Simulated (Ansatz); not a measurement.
MgO, response to strain

The reference is MgO in the rock salt structure (space group Fm-3m, No. 225; a = 4.2141 Å). Axes: x, y, z lie along the cube axes.

Strains are applied to the cell and any free atomic positions relax; under biaxial strain the out-of-plane vector relaxes too.

Computed with PBEsol in Ansatz (plane waves to 420 eV, PAW, without spin-orbit coupling).

| biaxial strain, plane normal [001], relaxed out of plane (%) | out-of-plane strain (%) |
|---|---|
| -3 | 2.00 |
| -2.5 | ? |
| -2 | 1.30 |
| -1.5 | 0.96 |
| -1 | 0.63 |
| -0.5 | 0.31 |
| 0 | 0.00 |

Task: Fit ε⊥ = −νε + γε² (strains in %) to the rows shown and predict the withheld row.

Result: Least squares on the printed values gives ν = 0.61 (the biaxial Poisson response) and γ = 0.018 (largest residual 0.00 %); this predicts 1.64 %, and the run gives 1.64 %, in agreement.

Stability against distortions was not tested.

Ansatz is a quantum-chemistry and plane-wave program.
